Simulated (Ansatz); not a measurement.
We look at the formation energy of CdF2 (fluorite, Fm-3m) from the elements. Reaction: Cd (hcp) + F2 (gas) → CdF2 (fluorite). A negative value means that the right-hand side lies lower. The value is per atom of the solid.

CdF2 (fluorite, Fm-3m), 3 atoms in the cell. Conventional cell: a = b = c = 5.481 Å, α = β = γ = 90.00°.

Method: Ansatz (a first-principles code), PAW, neutral cells at 0 K with nuclei at rest, on structures from PBE. Ansatz runs with its default PAW set. Other levels take these structures. HSE06 runs on coarser k-point meshes, mended by the PBE difference between the two meshes. Some cells are metallic or hold partly filled levels, where a hybrid on a coarse mesh is less sure. The lattices are those relaxed with PBE, so at other levels the solids can be strained, which adds to the spread. A dispersion term (D3(BJ), or D4 for r2SCAN) was computed beside these levels and is taken off wherever the name lacks it.

Measured enthalpy at 298 K, from tabulated formation enthalpies: -2.42 eV/atom (as tabulated in Zhang and co-workers, 2018, doi:10.1038/s41524-018-0065-z). It holds thermal and zero-point parts that the computed values lack, which would shift all levels alike, taken here as about 0.04 eV/atom at most.

**Question.** Which of the levels (PBE, LDA, PBEsol, RPBE, r2SCAN, HSE06) reproduces the measured value best, and by how much do the others miss?

**Answer.** 
```tsv
Level	computed (eV/atom)	computed less measured
r2SCAN	-2.49	-0.07
LDA	-2.34	0.08
HSE06	-2.32	0.10
PBE	-2.18	0.24
PBEsol	-2.17	0.25
RPBE	-2.08	0.34
```

r2SCAN comes closest as the numbers stand, but a common shift within 0.04 eV/atom could hand that to LDA; RPBE misses by 0.34 eV/atom.
